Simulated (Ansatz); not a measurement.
Consider TiO2 in the anatase structure (space group I4_1/amd, No. 141).

```
CELL_PARAMETERS angstrom
     -1.89941     1.89941     4.85035
      1.89941    -1.89941     4.85035
      1.89941     1.89941    -4.85035
ATOMIC_POSITIONS crystal
  Ti 0.75000 0.25000 0.50000
  Ti 0.00000 0.00000 0.00000
  O  0.54355 0.04355 0.50000
  O  0.79355 0.79355 0.00000
  O  0.20645 0.20645 0.00000
  O  0.95645 0.45645 0.50000
```

Cartesian axes are those of the cell as printed.

Computed with PBE (Ansatz, a quantum-chemistry and plane-wave program), no spin-orbit coupling.

Base values:

The band gap comes out as 2.13 eV. The smallest direct gap comes out as 2.43 eV. The volume per atom is 11.67 Å³.

Perturbation: compressive biaxial strain of 3.00 % in the plane normal to [001], as in epitaxy on a mismatched substrate; the out-of-plane cell vector and the atoms relax.

**Question.** Estimate the effect on the band gap.

**Answer.** The band gap grows by 0.32 eV to 2.45 eV.

**Question.** What happens to the smallest direct gap?

**Answer.** The smallest direct gap rises by 0.25 eV, from 2.43 eV to 2.68 eV.

**Question.** Estimate the effect on the volume per atom.

**Answer.** The volume per atom decreases by 0.15 Å³ to 11.52 Å³.

Whether these cells are dynamically stable was not tested. All final runs are without spin polarisation.
